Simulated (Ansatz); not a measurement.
MoGe2 (model structure, started from the C54 type, Fddd, No. 70, 6 atoms in the cell) was calculated with PBEsol in Ansatz (plane waves, PAW).

Numerical settings: plane-wave cutoff 520 eV, 14×14×14 k mesh, Fermi–Dirac smearing 0.05 eV, no spin polarisation, scalar-relativistic PAW data made under PBE.

Cell (relaxed at this level):

MoGe2 is modelled in the orthorhombic space group Fddd, origin choice 1 (No. 70), Pearson symbol oF24. Cell: a = 4.7783 Å, b = 8.3827 Å, c = 8.9229 Å, α = 90.00°, β = 90.00°, γ = 90.00°. Ge on 16f is surrounded by 2 Ge at 2.618 Å and 3 Ge at 2.766–2.782 Å and 2 Mo at 2.629 Å and 3 Mo at 2.761–2.808 Å. Mo on 8a has 4 Ge at 2.629 Å and 6 Ge at 2.761–2.808 Å and 4 Mo at 3.286 Å. (Neighbours: up to the widest gap in distance over summed covalent radii, below 1.35, at either atom; cation-cation and far metal-metal contacts left out.)
(The calculation used a cell of 6 atoms; values per cell refer to that cell.)

Question: Give the computed bulk modulus B0.

Answer: 
* **bulk modulus B0**: 164 GPa

Note: the run has no spin polarisation, so it can have missed a magnetic state; the bulk modulus is −V dP/dV from two relaxed cells at ±2 % in volume; the relaxation could raise the start's symmetry but not lower it, so the cell can be a saddle point.

A model structure was made by putting elements into a prototype or built by hand; it is no filed structure, need not be a known phase, and can be a saddle point held by its symmetry.

Ansatz is an electronic-structure program.
